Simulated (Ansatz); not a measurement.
System: WTe₂ (P6₃/mmc, No. 194, 6 atoms in the cell; start mp-1019322; a measured phase of this formula has another space group). Method: LDA (plane waves, PAW; Ansatz, an electronic-structure program).

Run with plane-wave cutoff 520 eV, 12×12×4 k mesh (along the axes of the cell as run), Fermi–Dirac smearing 0.01 eV, no spin polarisation, scalar-relativistic PAW data made under PBE.

Cell (relaxed at this level):

WTe2 is taken in the hexagonal space group P6₃/mmc (No. 194), Pearson symbol hP6. Lattice parameters: a = b = 3.475 Å, c = 13.825 Å, α = β = 90.00°, γ = 120.00°. Te on 4f has 3 W at 2.698 Å (trigonal pyramidal). W on 2c is coordinated by 6 Te at 2.698 Å (trigonal prismatic). (Neighbours: up to the widest gap in distance over summed covalent radii, below 1.35, at either atom; cation-cation and far metal-metal contacts left out.)

Problem. Give the computed band gap, smallest direct gap on the k points sampled and direct gap at Γ.

Solution. 
band gap: 0.74 eV
smallest direct gap on the k points sampled: 1.09 eV
direct gap at Γ: 3.10 eV

Spin–orbit coupling is not included; with these elements it can move the gap by several tenths of an eV or more.

Static lattice: no zero-point or thermal effects.

The result took very roughly 40 core-seconds.

A start named mp-… is a Materials Project structure, which need not be a measured phase.
